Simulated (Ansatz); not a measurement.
The starting structures come from a database of crystals and need not be the phases stable at ambient conditions.

By PBEsol, the system below comes out a metal.

The ballistic (Sharvin) conductance counts the channels at the Fermi level: G/A = (e²/h) × channels of both spins per area.

Here is the system:

```yaml
crystal:
  lattice:
    - [4.58643, 0.00000, 0.00000]
    - [0.00000, 6.48619, 0.00000]
    - [2.29321, 3.24309, 2.29321]
  atoms:
    - { symbol: Sn, position: [0.50000, 0.75000, 0.00000] }
    - { symbol: Sn, position: [0.50000, 0.25000, 0.00000] }
    - { symbol: Pt, position: [0.00000, 0.00000, 0.00000] }
```

The cell is taken as given; by PBEsol it stands under a pressure of -1.5 GPa.

The current flows along the normal of the first two printed cell vectors, the (110) plane of the conventional cell. No spin-orbit coupling; the value is a mean over 0.1 eV about the Fermi level.

Problem. Compute, with PBEsol in Ansatz (a program for electronic structure), the ballistic conductance per area.

Solution. 0.55 × 10¹⁵ S/m² for both spins.
